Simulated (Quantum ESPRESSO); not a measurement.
Troubleshooting Quantum ESPRESSO: a failed run on TeHO3 (Pna2_1, 40 atoms in the cell). The aim is a self-consistent single point with DFT, PBEsol, plane waves, GBRV 1.5 ultrasoft (PBESOL) pseudopotentials.

Cell that was meant: a = 11.7131 Å, b = 8.4300 Å, c = 4.9755 Å, α = 90.00°, β = 90.00°, γ = 90.00°.

Part of the input:

```fortran
&system
  ibrav = 0
  nat = 40
  ntyp = 2
  ecutwfc = 40
  ecutrho = 200
  occupations = 'fixed'
```

Output, abridged:

```
     This program is part of the open-source Quantum ESPRESSO suite
     for quantum simulation of materials; please cite

Warning: card O     15.9990  O_PBESOL_V1.2.USPP.F.UPF ignored

 %%%%%%%%%%%%%%%%%%%%%%%%%%%%%%%%%%%%%%%%%%%%%%%%%%%%%%%%%%%%%%%%%%%%%%%%%%%%%%
     Error in routine read_cards (17):
     species O in ATOMIC_POSITIONS is nonexistent
 %%%%%%%%%%%%%%%%%%%%%%%%%%%%%%%%%%%%%%%%%%%%%%%%%%%%%%%%%%%%%%%%%%%%%%%%%%%%%%

     stopping ...
```

**Question.** Read the log: what does the program object to, and what is the fix?

**Answer.** The fault is a species count that does not match the list of species. The number of species decides how many lines of the species card are read. To fix it, make the count match the list. The program stopped before any SCF iteration.

The sound input it was made from differs as follows (other fixes are possible):
```diff
-  ntyp = 2
+  ntyp = 3
```

With that input, the run converged in 18 iterations: free energy E − TS -13510.5057 eV; top of the valence band (on the code's own zero) 3.90 eV; gap on the k-point mesh 1.95 eV; pressure 4.65 GPa; largest force (vector length) 1.113 eV/Å (DFT, PBEsol, plane waves, GBRV 1.5 ultrasoft (PBESOL) pseudopotentials).

On the sound input: the starting cell comes from a database of computed structures (which also holds hypothetical and non-ambient phases and stackings), without a prior relaxation at this level. Spin-orbit coupling is off. With a pressure of about 5 GPa the cell is away from its equilibrium volume at this level. Forces in this geometry exceed 1 eV/Å.
